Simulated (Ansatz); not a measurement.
# Fermi-surface data of MoPt (Pmma)

Given:

```xyz
4
Lattice="4.4544 0.0000 0.0000 0.0000 2.7176 0.0000 0.0000 0.0000 4.9156" Properties=species:S:1:pos:R:3 pbc="T T T"
Mo     1.1136     0.0000     0.8070
Mo     3.3408     0.0000     4.1086
Pt     1.1136     1.3588     3.2670
Pt     3.3408     1.3588     1.6486
```

Computed with PBEsol, rigid bands (plane waves, PAW, scalar-relativistic; Ansatz, an electronic-structure program). How the cell was made: cell and atoms relaxed with PBEsol.

```
Property                                                               Result
------------------------------------  ---------------------------------------
density of states at the Fermi level        3.38 states/(eV·cell), both spins
bare Sommerfeld coefficient                         1.99 mJ/(mol of atoms·K²)
Drude plasma energy                              5.4 (x), 6.0 (y), 3.7 (z) eV
root-mean-square Fermi velocity                                     4.2e5 m/s
resistivity times τ                   17.1 (x), 13.6 (y), 35 (z) ×10⁻²² Ω·m·s
```

A metal at this level (no band gap); rigid bands, thermally averaged at 300 K, both spins. Spin-orbit coupling is left out, which matters with elements this heavy. τ is one relaxation time for all states.

Computed structure with no diffraction record at hand here (it may be known, metastable or hypothetical): MoPt (Pmma).
